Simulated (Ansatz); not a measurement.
Base system: AlN (space group P4_2/mnm, No. 136; a = 5.330 Å, c = 3.122 Å; a hypothetical phase, not in the database extracts checked). Axes: x, y, z lie along a, b, c of the conventional cell.

Level of theory: Kohn–Sham DFT with the PBE functional, run in Ansatz (a program for electronic structure) with PAW and 420 eV plane waves, no spin-orbit coupling.

Strains are applied to the cell and any free atomic positions relax.

One change was made to it. Results:

The pressure (mean of the normal stresses, compression positive) grows by 5.45 GPa to 5.46 GPa; the electron mass goes from 0.33 mₑ along c, 0.31 mₑ across (at Γ) to 0.35 mₑ along c, 0.33 mₑ across (at Γ); the energy increases by 5.1 meV/atom; the gap character is still indirect, M–Γ (86 % along) → Γ.

Task: Which change produced these results?
(A) isotropic strain −0.93 %
(B) uniaxial strain ε_yy = −4.86 %
(C) isotropic strain +2.23 %

Result: A, isotropic strain −0.93 %. For comparison, the electron mass in the other runs: isotropic strain +2.23 % gives 0.30 mₑ along c, 0.28 mₑ across (at Γ); uniaxial strain ε_yy = −4.86 % gives 0.33 mₑ along x, 0.34 mₑ along y, 0.35 mₑ along z (at Γ).

Masses are band curvatures over ±0.01 Å⁻¹ around the edge. Stability against distortions was not tested. k-point labels follow each cell's own Brillouin zone.
